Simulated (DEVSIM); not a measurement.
DEVSIM, 1D drift-diffusion, Boltzmann statistics, complete ionisation; no tunnelling, impact ionisation, image-force lowering or self-heating. Metal contacts follow the ideal Schottky-Mott rule: no Fermi-level pinning, no interface dipoles.

System: Schottky contact on p-type GaP, at 350 K.

```csv
layer (left to right),material,thickness (μm),Na (cm⁻³),τn (s),τp (s)
1,GaP,5.40,8.9e15,9.4e-7,9.4e-7
2,GaP,14.0,1.4e18,9.4e-7,9.4e-7
```

Left contact: Schottky, work function 4.5 eV, emission velocity 2.4e6 cm/s. Right contact: ohmic. Voltage is applied to the left contact. Recombination: SRH at mid-gap, radiative, Auger. Mobility is constant in doping. Where it depends on doping, it is μmin + (μ − μmin)/(1 + (N/Nref)^α).

The device is made up for the run: typed textbook-type constants, with dimensions and the other settings drawn at random. Values at 300 K; Nc and Nv go as T^1.5, mobilities as T to minus their exponent, the gap by Varshni's rule with the affinity fixed. The table also holds parameters that only a changed run uses.

```tsv
parameter	GaP
gap (eV)	2.26
affinity (eV)	3.8
permittivity	11.1
Nc (cm⁻³)	1.8e19
Nv (cm⁻³)	1.9e19
μn (cm²/Vs)	250
μp (cm²/Vs)	150
μn,min	10
μp,min	10
Nref,n	4.4e18
Nref,p	1e18
αn	0.8
αp	0.85
T exponent of μn	1.6
T exponent of μp	1.98
B (cm³/s)	1e-13
Cn (cm⁶/s)	1e-30
Cp (cm⁶/s)	1e-30
Varshni α (eV/K)	0.00058
Varshni β (K)	372
```

One input was changed, with this effect: potential step across the device at zero bias 1.454 → 1.384 V; dark forward voltage at 100 A/cm² 1.572 → 1.624 V.

Which change was it?
A. doping Na of layer 2 1.4e+18 → 1.4e+17 cm^-3
B. doping-dependent mobility in place of the constant one
C. minority lifetime in layer 2 9.4e-07 → 9.4e-06 s
D. Auger recombination switched off
E. minority lifetime in layer 1 9.4e-07 → 2.8e-07 s

A, doping Na of layer 2 1.4e+18 → 1.4e+17 cm^-3
